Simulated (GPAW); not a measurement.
**GPAW run on VN (Fm-3m, 2 atoms in the cell): self-consistent single point**

Computed with PBEsol, GPAW PAW datasets PBEsol (made by gpaw-setup) (plane waves; GPAW).

This input was run:

```python
from ase import Atoms
from ase.units import GPa
from gpaw import GPAW

atoms = Atoms(['V', 'N'],
              cell=[[0.000000, 2.080350, 2.080350],
                    [2.080350, 0.000000, 2.080350],
                    [2.080350, 2.080350, 0.000000]],
              scaled_positions=[[0.000000, 0.000000, 0.000000],
                                [0.500000, 0.500000, 0.500000]],
              pbc=True)

calc = GPAW(mode={'name': 'pw', 'ecut': 900},
            xc='PBEsol',
            kpts=(7, 7, 7),
            occupations={'name': 'methfessel-paxton', 'width': 0.1, 'order': 0},
            nbands=-8,
            convergence={'density': 1e-05},
            symmetry={'symmorphic': False, 'tolerance': 0.0005},
            maxiter=100)

atoms.calc = calc

energy = atoms.get_potential_energy()
print('Energy (eV):', round(energy, 6))
forces = atoms.get_forces()
print('Forces (eV/Ang):')
print(forces.round(5))
stress = atoms.get_stress()
print('Stress (GPa, Voigt):', (stress / GPa).round(4))
```

The program printed (abridged):

```
Input parameters:
  convergence: {density: 1e-05}
  kpts: [7 7 7]
  maxiter: 100
  mode: {ecut: 900,
         name: pw}
  nbands: -8
  occupations: {name: methfessel-paxton,
                order: 0,
                width: 0.1}
  symmetry: {symmorphic: False,
             tolerance: 0.0005}
  xc: PBEsol

species:
  V:
    name: Vanadium
    Z: 23.0
    valence: 13
    core: 10
    charge: 0.0
    file: V.PBEsol.gz

    # Using partial waves for V as LCAO basis

  N:
    name: Nitrogen
    Z: 7.0
    valence: 5
    core: 2
    charge: 0.0
    file: N.PBEsol.gz

    # Using partial waves for N as LCAO basis

Reference energy: -27268.708631  # eV

Spin-paired calculation

Convergence criteria:
 Maximum [total energy] change in last 3 cyles: 0.0005 eV / valence electron
 Maximum integral of absolute [dens]ity change: 1e-05 electrons / valence electron
 Maximum integral of absolute [eigenst]ate change: 4e-08 eV^2 / valence electron
 Maximum number of scf [iter]ations: 100

Symmetries present (total): 48
Symmetries with fractional translations: 0
343 k-points: 7 x 7 x 7 Monkhorst-Pack grid
20 k-points in the irreducible part of the Brillouin zone
       k-points in crystal coordinates                weights
   0:     0.00000000    0.00000000    0.00000000          1/343
   1:     0.14285714    0.14285714    0.00000000          6/343
   2:     0.14285714    0.14285714    0.14285714          8/343
   [... 7 lines left out ...]
          ...
  19:     0.42857143    0.42857143    0.42857143          8/343

Wave functions: Plane wave expansion
  Cutoff energy: 900.000 eV
  Number of coefficients (min, max): 1067, 1117
  Pulay-stress correction: 0.000000 eV/Ang^3 (de/decut=0.000000)

Occupation numbers: Methfessel-Paxton:
  width: 0.1000  # eV
  order: 0

Eigensolver

Densities:
  Coarse grid: 21*21*21 grid
  Fine grid: 42*42*42 grid
  Total Charge: 0.000000

Density mixing:
  Method: separate
  Backend: pulay
  Linear mixing parameter: 0.05
  old densities: 5
  Damping of long wavelength oscillations: 50

Hamiltonian:
  XC and Coulomb potentials evaluated on a 42*42*42 grid
  External potential:
    NoExternalPotential

XC parameters: PBEsol with 2 nearest neighbor stencil

Number of atoms: 2
Number of atomic orbitals: 17
Number of bands in calculation: 17
Number of valence electrons: 18
Bands to converge: occupied

Density initialized from atomic densities
  17 bands from LCAO basis set

Atomic positions and initial magnetic moments

Positions:
   0 V      0.000000    0.000000    0.000000    ( 0.0000,  0.0000,  0.0000)
   1 N      2.080350    2.080350    2.080350    ( 0.0000,  0.0000,  0.0000)

Unit cell:
           periodic     x           y           z      points  spacing
  1. axis:    yes    0.000000    2.080350    2.080350    21     0.1144
  2. axis:    yes    2.080350    0.000000    2.080350    21     0.1144
  3. axis:    yes    2.080350    2.080350    0.000000    21     0.1144

  Lengths:   2.942059   2.942059   2.942059
  Angles:   60.000000  60.000000  60.000000

Effective grid spacing dv^(1/3) = 0.1248

     iter     time        total  log10-change:
                         energy   eigst   dens
iter:   1 --:--:--   -21.794796
iter:   2 --:--:--   -21.133822   -0.77  -1.09
iter:   3 --:--:--   -19.971892   -1.36  -1.17
iter:   4 --:--:--   -20.059191   -2.73  -1.61
iter:   5 --:--:--   -20.065215   -1.93  -1.53
iter:   6 --:--:--   -20.009697   -3.22  -1.80
iter:   7 --:--:--   -20.009068   -4.77  -2.43
iter:   8 --:--:--   -20.005318c  -3.95  -2.46
iter:   9 --:--:--   -20.005295c  -4.59  -3.16
iter:  10 --:--:--   -20.005279c  -6.46  -3.59
iter:  11 --:--:--   -20.005266c  -6.97  -3.58
iter:  12 --:--:--   -20.005258c  -6.28  -3.72
iter:  13 --:--:--   -20.005257c  -7.59c -4.46
iter:  14 --:--:--   -20.005257c  -8.84c -4.53
iter:  15 --:--:--   -20.005257c  -8.60c -4.57
iter:  16 --:--:--   -20.005257c  -8.62c -4.64
iter:  17 --:--:--   -20.005257c  -9.62c -5.00c

Converged after 17 iterations.

Dipole moment: (0.000000, 0.000000, -0.000000) |e|*Ang

Energy contributions relative to reference atoms: (reference = -27268.708631)

Kinetic:         +2.136408
Potential:       -4.646666
External:        +0.000000
XC:             -17.706518
Entropy (-ST):   -0.005234
Local:           +0.214136
SIC:             +0.000000
--------------------------
Free energy:    -20.007875
Extrapolated:   -20.005257

Showing only first 2 kpts
 Kpt  Band  Eigenvalues  Occupancy
  0     7      9.87126    2.00000
  0     8     10.56127    2.00000
  0     9     10.56127    2.00000
  0    10     10.56127    2.00000

  1     7      8.85931    2.00000
  1     8     10.07199    2.00000
  1     9     11.73521    1.99836
  1    10     12.00118    0.54037

Fermi level: 11.95789

No gap
No difference between direct/indirect transitions
Energy (eV): -20.005257

Forces in eV/Ang:
  0 V    -0.00000    0.00000    0.00000
  1 N    -0.00000   -0.00000    0.00000

Stress tensor:
     0.101483     0.000000    -0.000000
     0.000000     0.101483    -0.000000
    -0.000000    -0.000000     0.101483
Stress (GPa, Voigt): [16.2594 16.2594 16.2594 -0.     -0.      0.    ]
```

The run converged in 17 iterations. GPAW prints stress with tension positive.

At such cutoffs GPAW's stress carries a finite-basis (Pulay) error, which enters relaxed cells too; its log prints stress with tension positive.

The starting cell has typed, rounded lattice constants, without a prior relaxation at this level. Its lattice was rescaled by up to half a per cent. Spin polarisation is off, so a magnetic state, if there is one, cannot be reached.
